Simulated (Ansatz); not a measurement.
An Ansatz (a first-principles code) run: TiO2; PBE (Ansatz; PAW; 420 eV plane waves; no spin-orbit coupling), earlier PAW set.

Input:

Ansatz 0.2 input:
```yaml
crystal:
  lattice:
    - [4.6435290881, 0, 0]
    - [0, 4.6435290881, 0]
    - [0, 0, 2.9637002735]
  atoms:
    - { symbol: Ti, position: [0, 0, 0] }
    - { symbol: Ti, position: [0.5, 0.5, 0.5] }
    - { symbol: O, position: [0.3051207201, 0.3051207201, 0] }
    - { symbol: O, position: [0.8051207201, 0.1948792799, 0.5] }
    - { symbol: O, position: [0.1948792799, 0.8051207201, 0.5] }
    - { symbol: O, position: [0.6948792799, 0.6948792799, 0] }
basis: { ecutwfc: 420, ecutrho_ratio: 4, xc_grid: 2, fft_grid_basis: typed }
kpoints: { mp_grid: { grid: [7, 7, 11] } }
hamiltonian:
  xc: pbe
  dispersion: none
  pseudopotentials: { azcp: { folder: ./paw }, kind: paw }
scf: { occupations: { method: fermi_dirac, width: 0.05 }, convergence: { dr2_threshold: 0.0000000006 } }
output: { forces: true, stress: true }
checkpoint: { write: state.ck, write_every: 1000 }
```

Output (explanatory and most iteration lines left out):

```
Pseudopotential: Ti, paw, valence charge 12
Pseudopotential: O, paw, valence charge 6
Crystal: 6 atoms, lattice volume = 63.904 Å³
Basis set: ecut = 420 eV, 1241 PW (Γ), exchange–correlation on 64×64×40 points (8 copies of the dense FFT grid, shifted against one another)
Bands: 30, of which v1, the nominal top of the filled ones, is band 24 counted from 1 (23 counted from 0)
Symmetry: 16 space group operations
Space group: P42/mnm (ITA 136), of the structure as read, at distance tolerance 4.0e-5 Å
k-points: 60 of 539
Functional: x = pbe(κ = 0.804, μ = 0.2195149727645171), c = pbe(β = 0.06672455060314922)
SCF iter   1: F=—  HF=-7277.486910 eV  |F-HF|=—  |Δ(HF+E_count)|=         —  Δρ=6.19e-2  dr2=2.40e0  ethr=3.10e-3  ⟨swp⟩=4.6  Hψ=6030  notcnv=0
SCF iter   2: F=—  HF=-7277.319353 eV  |F-HF|=—  |Δ(HF+E_count)|=   1.68e-1  Δρ=3.33e-2  dr2=6.70e-1  ethr=3.10e-3  ⟨swp⟩=3.0  Hψ=3475  notcnv=0  defer=67
SCF 1 converged in 9 iterations: F = -7277.319762 eV  dr2 = 3.47e-10
SCF converged after 9 iterations
Free energy (F): -7277.319762 eV
Internal energy: -7277.319762 eV  (E = F + TS)
E sigma→0 (E₀):  -7277.319762 eV
Fermi energy:    9.592241 eV
--- Forces (eV/Å), atoms counted from 1 ---
  atom   1  Ti     0.00000000    -0.00000000     0.00000000
  atom   2  Ti     0.00000000     0.00000000     0.00000000
  atom   3  O     -0.00003712    -0.00003712     0.00000000
  atom   4  O     -0.00003712     0.00003712     0.00000000
  atom   5  O      0.00003712    -0.00003712     0.00000000
  atom   6  O      0.00003712     0.00003712     0.00000000
--- Stress (GPa, compression-positive) ---
        0.007239       0.000000       0.000000
        0.000000       0.007239       0.000000
        0.000000       0.000000      -0.001615
  P = ⅓ Tr σ = 0.0043 GPa (0.043 kbar)
```

Stability against distortions was not tested. All final runs are without spin polarisation. The cell is TiO2 in the rutile structure (space group P4_2/mnm, No. 136).
